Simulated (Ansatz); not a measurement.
Ir: tensor shear ε_xz = −1.11 %

Take Ir in the fcc (Cu type) structure (space group Fm-3m, No. 225; a = 3.8305 Å) as the base. Axes: x, y, z lie along the cube axes.

Now apply this change: a pure shear with ε_xz = ε_zx = -0.0111, atoms relaxed at fixed cell.

The values are results of PBEsol (Ansatz, an electronic-structure program; PAW; 420 eV plane waves; no spin-orbit coupling), not measurements. Settings: 21×21×21 k-points, 0.05 eV Fermi–Dirac smearing.

```tsv
quantity	base	changed	shift
volume per atom	14.05 Å³	14.05 Å³	0.00 Å³
space group	Fm-3m (No. 225)	Immm (No. 71)	–
shortest interatomic distance	2.709 Å	2.678 Å	-0.0301 Å
energy relative to the base (free energy F)	0 meV/atom	+6.0 meV/atom	+6.0 meV/atom
pressure (mean of the normal stresses, compression positive)	0.0 GPa	0.2 GPa	+0.2 GPa
band gap	zero	zero	–
stress (xx, yy, zz, yz, xz, xy; compression positive) (rough)	–	(0.4, 0.0, 0.4, 0.0, 6.2, 0.0) GPa	–
```

Without a gap, meshes like the base's 21×21×21 leave anisotropic stresses uncertain by several tenths of a GPa, and small strain energies with them. The cells carry an imposed strain or load. Stability against distortions was not tested. All final runs are without spin polarisation.
